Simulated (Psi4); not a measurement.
Psi4 1.11, HF/def2-tzvp: Bi(Cl)3 ([Cl][Bi]([Cl])[Cl]), 4 atoms. The geometry is a generated start, not checked to be a minimum at this level.

```
Property                                              Value
--------------------------  -------------------------------
task                                                 energy
method                                                  scf
basis                                             def2-tzvp
memory                                                 3 GB
maxiter                                                 100
keys of the molecule block                      symmetry c1
scf_type                                       df (default)
e_convergence                               1e-06 (default)
d_convergence                               1e-06 (default)
effective core potentials   those of the basis set, past Kr
basis functions                                         161
```

```xyz
4

Bi     0.0081     0.0038     0.9892
Cl    -1.8243    -1.0268    -0.3188
Cl     0.0209     2.0898    -0.3311
Cl     1.7953    -1.0668    -0.3394
```

With the defaults (damping_percentage = 0, diis_max_vecs = 10, guess = auto, which took SAD, soscf = false, soscf_start_convergence = 0.01, diis = true, scf_initial_accelerator = adiis) it converges in 8 SCF iterations. One run each on 2 threads, with these changes:
- soscf = true, soscf_start_convergence = 0.001
- guess = sap
- guess = sapgau
- scf_initial_accelerator = ediis
- damping_percentage = 20
- damping_percentage = 60, diis = false, scf_initial_accelerator = none
- damping_percentage = 60
- diis_max_vecs = 20
- diis_max_vecs = 3

Task: Which runs fail or end elsewhere than the default run?

Result: No convergence: damping_percentage = 60 (the run ends without SCF convergence in 100 iterations). The rest reach the solution of the defaults.

```json
[
 {"setting": "soscf = true, soscf_start_convergence = 0.001", "SCF iterations": "6", "JK calls": "17", "end": "same solution"},
 {"setting": "the defaults", "SCF iterations": "8", "JK calls": "9", "end": "same solution"},
 {"setting": "diis_max_vecs = 20", "SCF iterations": "8", "JK calls": "9", "end": "same solution"},
 {"setting": "scf_initial_accelerator = ediis", "SCF iterations": "8", "JK calls": "9", "end": "same solution"},
 {"setting": "diis_max_vecs = 3", "SCF iterations": "9", "JK calls": "10", "end": "same solution"},
 {"setting": "guess = sap", "SCF iterations": "10", "JK calls": "10", "end": "same solution"},
 {"setting": "guess = sapgau", "SCF iterations": "14", "JK calls": "14", "end": "same solution"},
 {"setting": "damping_percentage = 20", "SCF iterations": "15", "JK calls": "16", "end": "same solution"},
 {"setting": "damping_percentage = 60, diis = false, scf_initial_accelerator = none", "SCF iterations": "36", "JK calls": "37", "end": "same solution"},
 {"setting": "damping_percentage = 60", "SCF iterations": "100", "JK calls": "101", "end": "no convergence"}
]
```

An SOSCF iteration holds several JK calls; a Hückel guess adds calls on atoms.
